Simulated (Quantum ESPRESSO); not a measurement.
Quantum ESPRESSO run on AlV₂C (P6_3/mmc, 8 atoms in the cell): self-consistent single point.

Method: PBE, PseudoDojo standard norm-conserving (PBE) pseudopotentials (plane waves; Quantum ESPRESSO).

The change in words: lattice scaled by 0.98. Reference geometry:
```
CELL_PARAMETERS angstrom
      2.85237     0.00000     0.00000
     -1.42619     2.47023     0.00000
      0.00000     0.00000    12.94494
ATOMIC_POSITIONS crystal
  Al 0.33333 0.66667 0.25000
  Al 0.66667 0.33333 0.75000
  V  0.33333 0.66667 0.58638
  V  0.66667 0.33333 0.41362
  V  0.66667 0.33333 0.08638
  V  0.33333 0.66667 0.91362
  C  0.00000 0.00000 0.00000
  C  0.00000 0.00000 0.50000
```

Reference input (self-consistent single point, DFT, PBE, plane waves, PseudoDojo standard norm-conserving (PBE) pseudopotentials): ecutwfc = 85 Ry; occupations = smearing; smearing = gaussian; degauss = 0.0099958 Ry; potentials = {Al: Al.upf, V: V.upf, C: C.upf}; K_POINTS = automatic 12 12 3 0 0 0; conv_thr = 1e-10 Ry. This run's input differs from it in these lines:

```diff
@@ -36,5 +36,5 @@
 CELL_PARAMETERS angstrom
-   2.8523711461     0.0000000000     0.0000000000
-  -1.4261855730     2.4702258735     0.0000000000
-   0.0000000000     0.0000000000    12.9449410000
+   2.7953236560     0.0000000000     0.0000000000
+  -1.3976618280     2.4208212979     0.0000000000
+   0.0000000000     0.0000000000    12.6860420000
```

The program printed (abridged):

```
     Self-consistent Calculation

     iteration #  1     ecut=    85.00 Ry     beta= 0.70

     total energy              =    -622.69284616 Ry
     estimated scf accuracy    <       2.28232054 Ry

     iteration #  2     ecut=    85.00 Ry     beta= 0.70

     total energy              =    -622.01083238 Ry
     estimated scf accuracy    <      12.88263233 Ry

     iteration #  3     ecut=    85.00 Ry     beta= 0.70

     total energy              =    -623.93906275 Ry
     estimated scf accuracy    <       0.67785455 Ry

   [... 14 blocks of this kind left out ...]

     iteration # 18     ecut=    85.00 Ry     beta= 0.70

     total energy              =    -624.09381215 Ry
     estimated scf accuracy    <          2.1E-10 Ry

     iteration # 19     ecut=    85.00 Ry     beta= 0.70
     End of self-consistent calculation

     the Fermi energy is    15.6527 ev

!    total energy              =    -624.09381215 Ry
     estimated scf accuracy    <          4.3E-11 Ry
     smearing contrib. (-TS)   =      -0.00292186 Ry
     internal energy E=F+TS    =    -624.09089029 Ry

     convergence has been achieved in  19 iterations

     Forces acting on atoms (cartesian axes, Ry/au):

     atom    1 type  1   force =     0.00000000   -0.00000000    0.00000000
     atom    2 type  1   force =    -0.00000000    0.00000000   -0.00000000
     atom    3 type  2   force =     0.00000000   -0.00000000    0.03772979
     atom    4 type  2   force =     0.00000000    0.00000000   -0.03772979
     atom    5 type  2   force =     0.00000000    0.00000000    0.03772979
   [... lines left out ...]

     Total force =     0.075460     Total SCF correction =     0.000010

          total   stress  (Ry/bohr**3)                   (kbar)     P=      272.15
   0.00184421   0.00000000  -0.00000000          271.29        0.00       -0.00
   0.00000000   0.00184421   0.00000000            0.00      271.29        0.00
   0.00000000   0.00000000   0.00186175            0.00        0.00      273.87

   JOB DONE.
```

The run converged in 19 iterations. Against the reference run the free energy goes up by 77.1 meV/atom, the pressure goes from 10.38 to 27.22 GPa and the largest force goes from 0.231 to 0.970 eV/Å.

The starting cell comes from a database of computed structures (which also holds hypothetical and non-ambient phases and stackings), without a prior relaxation at this level. Its lattice was rescaled by a random factor within 2.5 % of one. For this run, on top of that: lattice scaled by 0.98. Spin polarisation is off. With a pressure of about 27 GPa the cell is away from its equilibrium volume at this level.

Cost on one core of a shared machine: roughly 6 min.
